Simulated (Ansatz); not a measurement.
Amorphous Si₂₀P₂O₄₅, 67 atoms at 2.37 g/cm³, one PBE-relaxed geometry, zone centre. Methods: PBE, scalar-relativistic without spin-orbit coupling (Ansatz, a first-principles code); r2SCAN, scalar-relativistic without spin-orbit coupling (Ansatz). Plane waves to 420 eV (r2SCAN 500 eV). At PBE the levels at the filled edge of the gap are localised (band-tail or defect states), and the nearest spread-out levels lie 5.4 eV apart at the zone centre. The higher rungs were started with moments on some atoms, which died out.

Preparation: random packing, a CHGNet melt and quench, and a DFT relaxation. O atoms were pushed apart under 1.9 Å during the dynamics, to hinder bonds among them. The hot cell started wider than the set density and was brought back towards it in steps. It is the lowest in DFT energy of 2 quenches. It is a model cell: composition and starting density were chosen by hand, and all elements were melted together. No dispersion term was used. Its density started from a set value of 2.38 and ended at 2.37 g/cm³. The simulated quench (nominally 280 K/ps over its main leg) is rapid and tends to freeze in more defects than a deposited or slowly cooled glass has. A cell of this size samples the disorder only roughly. The volume was held where the preparation left it, at a PBE pressure of -0.4 GPa (tension). Stress components on the final sampling reach 0.7 GPa.

The relaxation ran on the zone centre alone. At PBE the level gap is 4.65 eV on a 2×2×2 Γ-centred mesh, and the spacing at the zone centre alone 4.64 eV.

Question: What zone-centre spacing does r2SCAN give, roughly?

Answer: 5.30 eV (+0.66 eV against PBE).

The highest filled and the lowest empty state spread over these numbers of atoms (participation numbers): PBE: 2.3 and 59.9; r2SCAN: 2.2 and 60.6.
